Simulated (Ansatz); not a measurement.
Bond-angle distributions (per cent of the angles at each element, bins of 10°) of a relaxed model of amorphous Hf18O37Cu2 at 8.89 g/cm³. Calculation: PBE, scalar-relativistic without spin-orbit coupling (plane waves to 420 eV, PAW; Ansatz, a program for electronic structure).

The cell was made by melting and quenching with the CHGNet potential and then relaxed with DFT. O atoms were pushed apart under 1.9 Å during the dynamics, to hinder bonds among them. The hot cell started wider than the set density and was brought back towards it in steps. It is the lowest in DFT energy of 2 quenches. It is a model cell: composition and starting density were chosen by hand, and all elements were melted together. No dispersion term was used. Its density started from a set value of 8.89 and ended at 8.89 g/cm³. The simulated quench (nominally 450 K/ps over its main leg) is rapid and tends to freeze in more defects than a deposited or slowly cooled glass has. One small periodic cell is one sample of the glass; other quenches scatter about these values. The volume was held where the preparation left it and the shape relaxed, at a PBE pressure of 0.8 GPa. Stress components on the final sampling reach 0.9 GPa. On a 2×2×2 Γ-centred mesh force components of up to 0.15 eV/Å stay, since the relaxation ran on the zone centre alone.

Bonds are counted up to Hf-Hf 3.34 Å, Hf-O 2.92 Å, Hf-Cu 3.12 Å, O-O 1.58 Å, O-Cu 2.38 Å, Cu-Cu 2.90 Å. Two cations that share two anions don't count as bonded, nor two that share one unless they lie closer than Hf-Hf 3.25 Å, Hf-Cu 3.04 Å, Cu-Cu 2.82 Å.

| angle (°) | at Hf | at O |
|---|---|---|
| 50-60 | 0 | 0 |
| 60-70 | 8 | 0 |
| 70-80 | 26 | 0 |
| 80-90 | 15 | 6 |
| 90-100 | 11 | 28 |
| 100-110 | 7 | 20 |
| 110-120 | 5 | 11 |
| 120-130 | 4 | 11 |
| 130-140 | 9 | 10 |
| 140-150 | 8 | 8 |
| 150-160 | 6 | 3 |
| 160-170 | 2 | 1 |
| 170-180 | 0 | 0 |

They go with these counts of neighbours within the cut-offs, cation contacts included: Hf mean 6.4, most often 7; O mean 3.3, most often 3.
